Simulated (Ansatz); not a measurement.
# Ga2O3 under a change: uniaxial strain ε_zz = −1.50 %

Start from Ga2O3 in the corundum structure (space group R-3c, No. 167; a = 5.058 Å, c = 13.623 Å (hexagonal axes)). Axes: x lies along a and z along c of the hexagonal cell.

One thing is altered: uniaxial strain ε_zz = −1.50 %, all other strain components held at zero; the atoms relax in the strained cell.

Method: PBE (Ansatz, a first-principles code, PAW, no spin-orbit coupling). k-mesh 8×8×8 (Γ-centred); smearing 0.05 eV (Fermi–Dirac).

```tsv
quantity	base	changed	shift
volume per atom	10.06 Å³	9.91 Å³	-0.15 Å³
shortest interatomic distance	1.952 Å	1.944 Å	-0.008 Å
energy relative to the base (free energy F)	0 meV/atom	+2.3 meV/atom	+2.3 meV/atom
pressure (mean of the normal stresses, compression positive)	0.01 GPa	2.87 GPa	+2.86 GPa
band gap	2.40 eV	2.53 eV	+0.13 eV
gap character	indirect, Γ–S₀ (50 % along) → Γ	indirect, Γ–S₀ (50 % along) → Γ	–
smallest direct gap	2.63 eV	2.78 eV	+0.142 eV
electron mass	0.21 mₑ (at Γ)	0.22 mₑ (at Γ)	–
stress (xx, yy, zz, yz, xz, xy; compression positive)	–	(1.82, 1.82, 4.97, 0.00, 0.00, 0.00) GPa	–
```

Final structure:

```
Ga2O3
1.0
    2.52885     1.46003     4.47289
   -2.52885     1.46003     4.47289
    0.00000    -2.92006     4.47289
Ga O
4 6
Direct
  0.64357   0.64357   0.64357
  0.14357   0.14357   0.14357
  0.35643   0.35643   0.35643
  0.85643   0.85643   0.85643
  0.75000   0.44706   0.05294
  0.05294   0.75000   0.44706
  0.25000   0.55294   0.94706
  0.55294   0.94706   0.25000
  0.94706   0.25000   0.55294
  0.44706   0.05294   0.75000
```

Masses are band curvatures over ±0.01 Å⁻¹ around the edge. Whether these cells are dynamically stable was not tested.
